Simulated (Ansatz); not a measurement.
Input:

```xyz
2
Lattice="0.0000 3.3165 3.3165 3.3165 0.0000 3.3165 3.3165 3.3165 0.0000" Properties=species:S:1:pos:R:3 pbc="T T T"
In     0.0000     0.0000     0.0000
Sb     1.6583     1.6583     1.6583
```

The numbers are results of r2SCAN with spin-orbit coupling, rigid bands (plane waves, PAW; Ansatz, a first-principles code), not measurements. Condition of this run: hydrostatic pressure of -1.95 GPa (compression positive) (the target of the relaxation). How the cell was made: cell and atoms relaxed with PBEsol, then loaded as said.

Question: Is this a good metal at this level?

Answer: No. No gap is resolved, and few carriers conduct, as in a semimetal or a zero-gap semiconductor. N(E_F) = 0.0038 states/eV a cell at 300 K and the Drude plasma energy along the best axis is 0.156 eV, several times under that of a simple or noble metal.
